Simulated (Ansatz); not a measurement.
free sheet of phosphorene: P80, 2 atomic planes, area 306 Å², cell height 15.1 Å with vacuum; both faces free, started from the relaxed sheet, in-plane cell fixed at 1.000 times the relaxed lattice. All values below come from PBE (plane waves, PAW; Ansatz, a first-principles code). Mean temperature 543 K, 8.4 ps sampled after 3.5 ps of Langevin dynamics; k-points: Γ only; no spin polarisation or spin-orbit coupling.

```tsv
plane (from the bottom)	atoms	start height (Å)	mean height (Å)	spread of site heights (Å)	rms motion, normal (Å)	rms motion, in plane (Å)	in-plane shift from the start (Å)	coordination
1	P40	-1.05	-1.06	0.00	0.14	0.12	0.00	3.0
2	P40	1.05	1.06	0.01	0.15	0.12	0.01	3.0
```

| Quantity | Value |
|---|---|
| in-plane diffusion | none seen within 8.4 ps |
| coordination in the top plane | 3-fold 100 % |
| mean vibrational (phonon) frequency | 8.6 THz |

A denser in-plane k-mesh moves the forces of one frame by 0.03 eV/Å rms. Bonds are counted up to P-P 2.78 Å; heights count from the centre of mass.
